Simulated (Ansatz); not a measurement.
The starting structures come from a database of crystals and need not be the phases stable at ambient conditions.

By PBEsol, the system below comes out a metal.

A figure of merit of an interconnect metal is its ballistic conductance per area.

```
CELL_PARAMETERS angstrom
      3.74922     0.00000     0.00000
      0.00000     3.74922     0.00000
      1.87461    -1.87461     4.76954
ATOMIC_POSITIONS crystal
  Sc 0.00000 0.00000 0.00000
  Co 0.75000 0.75000 0.50000
  Co 0.25000 0.25000 0.50000
  Si 0.37528 0.62472 0.24944
  Si 0.62472 0.37528 0.75056
```

Space group of this cell: I4/mmm. The cell is taken as given; by PBEsol its mean pressure is -2.0 GPa.

The current flows along the normal of the first two printed cell vectors, the (001) plane of the conventional cell. No spin-orbit coupling; the value is a mean over 0.1 eV about the Fermi level.

Problem. Estimate the ballistic conductance per area that PBEsol run with Ansatz (a first-principles code) returns for this system.

Solution. 0.64 × 10¹⁵ S/m² for both spins.
